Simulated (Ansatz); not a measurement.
# A computed series for InSe: thickness series

Take InSe in the beta-GaS type structure (space group P6_3/mmc, No. 194; a = 4.017 Å, c = 16.933 Å; layered, stacked along the Cartesian z axis) as the base.

Free-standing slabs (4 atom(s) a layer) normal to the stacking axis with 15 Å of vacuum; in-plane cell relaxed.

The values are results of Kohn–Sham DFT with the r2SCAN+rVV10 functional, run in Ansatz (a program for electronic structure) with PAW and 500 eV plane waves, no SOC, not measurements.

Before the change:

| Quantity | Value |
|---|---|
| Band gap | 0.85 eV |

Question: The aim is a band gap between 1.45 eV and 1.60 eV. Which of these changes reaches it?
A. 3 layers
B. 2 layers
C. 1 layer

Answer: B, 2 layers. It gives 1.53 eV; 1 layer gives 2.07 eV; 3 layers gives 1.29 eV. Changes not listed may reach it too

Stability against distortions was not tested.
